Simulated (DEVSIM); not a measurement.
System: Ni/Al2O3/p-Ge capacitor, at 250 K.

```csv
layer (left to right),material,thickness (nm),Na (cm⁻³)
1,Al2O3,11.0,-
2,Ge,18000,1.1e15
```

Metal gate on the left, work function 5.1 eV. Fixed charge at the semiconductor interface 0 cm⁻² (in units of +e); no interface traps.

Constants are typed, rounded textbook-type inputs, not results; the design itself was drawn at random and stands for no fabricated device. Values at 300 K; Nc and Nv go as T^1.5, mobilities as T to minus their exponent, the gap by Varshni's rule with the affinity fixed.

| parameter | Al2O3 | Ge |
|---|---|---|
| gap (eV) | 6.8 | 0.664 |
| affinity (eV) | 1.35 | 4 |
| permittivity | 9 | 16 |
| Nc (cm⁻³) | - | 1.04e19 |
| Nv (cm⁻³) | - | 6e18 |
| Varshni α (eV/K) | - | 0.000477 |
| Varshni β (K) | - | 235 |

DEVSIM, 1D Poisson equation in equilibrium, Boltzmann statistics, complete ionisation; no quantum confinement or tunnelling. Metal contacts follow the ideal Schottky-Mott rule: no Fermi-level pinning, no interface dipoles.

The substrate doping was swept, all else fixed.

```json
[
 {"substrate doping (cm^-3)": "5.5e13", "threshold voltage (band bending 2φF) (V)": "0.85", "minimum of the low-frequency capacitance (μF/cm²)": "0.00803", "flat-band voltage (V)": "0.66"},
 {"substrate doping (cm^-3)": "1.1e14", "threshold voltage (band bending 2φF) (V)": "0.86", "minimum of the low-frequency capacitance (μF/cm²)": "0.0102", "flat-band voltage (V)": "0.65"},
 {"substrate doping (cm^-3)": "2.2e14", "threshold voltage (band bending 2φF) (V)": "0.88", "minimum of the low-frequency capacitance (μF/cm²)": "0.0133", "flat-band voltage (V)": "0.63"},
 {"substrate doping (cm^-3)": "5.5e14", "threshold voltage (band bending 2φF) (V)": "0.91", "minimum of the low-frequency capacitance (μF/cm²)": "0.0183", "flat-band voltage (V)": "0.61"},
 {"substrate doping (cm^-3)": "1.1e15", "threshold voltage (band bending 2φF) (V)": "0.93", "minimum of the low-frequency capacitance (μF/cm²)": "0.0239", "flat-band voltage (V)": "0.60"},
 {"substrate doping (cm^-3)": "2.2e15", "threshold voltage (band bending 2φF) (V)": "0.95", "minimum of the low-frequency capacitance (μF/cm²)": "0.0321", "flat-band voltage (V)": "0.58"}
]
```

From the first row to the last the threshold voltage (band bending 2φF) goes from 0.85 to 0.95. From the first row to the last the minimum of the low-frequency capacitance goes from 0.00803 to 0.0321.
